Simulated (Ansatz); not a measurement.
The starting structures come from a database of crystals and need not be the phases stable at ambient conditions.

Given:

```
Ag2S
1.0
    4.22178     0.00000     0.00000
    1.57213     3.93090     0.00000
    0.00000     0.00000     7.40480
Ag S
4 2
Cartesian
  5.14954   3.52197   1.85120
  0.64437   0.40893   5.55360
  2.89695   1.96545   0.00000
  2.89695   1.96545   3.70240
  1.59810   1.11944   1.85120
  4.19580   2.81146   5.55360
```

Space group of this cell: P2_1/m. The cell is taken as given; by PBEsol its mean pressure is -3.1 GPa.

The current runs along the normal of the first two printed vectors. All runs by Ansatz (a program for electronic structure), plane waves and PAW, without spin-orbit coupling; the base is PBEsol.

```
run                                                      mean pressure (GPa)  gap (eV)  mid-gap κ (1/Å)
-------------------------------------------------------  -------------------  --------  ---------------
base                                                                    -3.1      1.10            0.197
all lengths scaled by 0.98                                               1.3         ?                ?
all lengths scaled by 1.02                                              -6.2      1.15            0.207
lda in place of pbesol                                                  -6.1      1.03            0.194
lengths across the current scaled by 0.98, ions clamped                 -0.2         ?                ?
lengths across the current scaled by 1.02, ions clamped                 -5.4         ?                ?
lengths along the current scaled by 0.97, ions clamped                  -1.2      0.99            0.195
lengths along the current scaled by 1.03, ions clamped                  -4.7      1.20            0.198
```

Problem. Fill in the missing entries.

Solution. 
- all lengths scaled by 0.98, gap (eV): 1.04
- all lengths scaled by 0.98, mid-gap κ (1/Å): 0.187
- lengths across the current scaled by 0.98, ions clamped, gap (eV): 1.12
- lengths across the current scaled by 0.98, ions clamped, mid-gap κ (1/Å): 0.187
- lengths across the current scaled by 1.02, ions clamped, gap (eV): 1.09
- lengths across the current scaled by 1.02, ions clamped, mid-gap κ (1/Å): 0.205
